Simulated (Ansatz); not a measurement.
Given:

```xyz
1
Lattice="-1.5403 1.5403 1.5403 1.5403 -1.5403 1.5403 1.5403 1.5403 -1.5403" Properties=species:S:1:pos:R:3 pbc="T T T"
Mo     0.0000     0.0000     0.0000
```

The numbers are results of PBEsol, DFPT electron-phonon coupling, linearised Boltzmann equation (plane waves, PAW, scalar-relativistic; Ansatz, an electronic-structure program), not measurements. Condition of this run: hydrostatic pressure 15 GPa (the target of the relaxation). How the cell was made: relaxed with this functional, without spin-orbit coupling, then loaded as said.

Question: What phonon-limited resistivity does this give at 300 K?

Answer: 4.5 μΩ·cm.

Question: And the electrons' mean free path at that temperature?

Answer: 13.9 nm, weighted by the current that each state carries. Wires not much wider than this gain resistivity from their walls.

A metal at this level (no band gap). Only scattering by harmonic phonons is included (no impurities, grain boundaries, electron-electron scattering or thermal expansion). Spin-orbit coupling is left out. The squared frequency of the phonon mode least converged on the k mesh is uncertain by 39 %. The run warned that the eigensolver left some states short of its tolerance. Halving the electron mesh (40x40x40) moves the resistivity by up to 4 % at 300 K, the mean free path by up to 3 %. Smearing 0.20 eV; phonons on a 6x6x6 q mesh, which this run doesn't test.
